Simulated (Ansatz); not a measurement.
**BaHfO3: response to strain**

Consider BaHfO3 in the cubic perovskite structure (space group Pm-3m, No. 221; a = 4.2062 Å).

Strains are applied to the cell and any free atomic positions relax.

Method: PBE in Ansatz (plane waves to 420 eV, PAW, without spin-orbit coupling).

Computed cases, in order: isotropic strain −3.00 %; isotropic strain −2.40 %; isotropic strain −1.80 %; isotropic strain −1.20 %; the unstrained base.

Problem. Between which two neighbouring cases does the gap turn between direct and indirect?

Solution. Between isotropic strain −3.00 % (3.79 eV, direct at Γ) and isotropic strain −2.40 % (3.77 eV, indirect, R → Γ). The whole series: isotropic strain −3.00 %: 3.79 eV, direct at Γ; isotropic strain −2.40 %: 3.77 eV, indirect, R → Γ; isotropic strain −1.80 %: 3.73 eV, indirect, R → Γ; isotropic strain −1.20 %: 3.70 eV, indirect, R → Γ; the unstrained base: 3.62 eV, indirect, R → Γ.

Spin-orbit coupling, missing from the scalar runs, can matter with Hf. Whether these cells are dynamically stable was not tested.

Ansatz is a program for electronic structure.
